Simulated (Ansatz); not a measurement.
## YCu2 (Imma, No. 74)

These are PBEsol (plane waves, PAW; Ansatz, a quantum-chemistry and plane-wave program) values and carry that method's errors.

Run with plane-wave cutoff 500 eV, 16×16×16 k mesh, Fermi–Dirac smearing 0.1 eV, no spin polarisation, scalar-relativistic PAW data made under PBE.

Cell: relaxed at this level.

```yaml
volume_per_atom: 17.14 Å³/atom
band_gap: none
```

Note: the volume lies 5 % below that of the published cell.

Spin–orbit coupling is not included.

The computed numbers hold no vibrational or temperature effects.
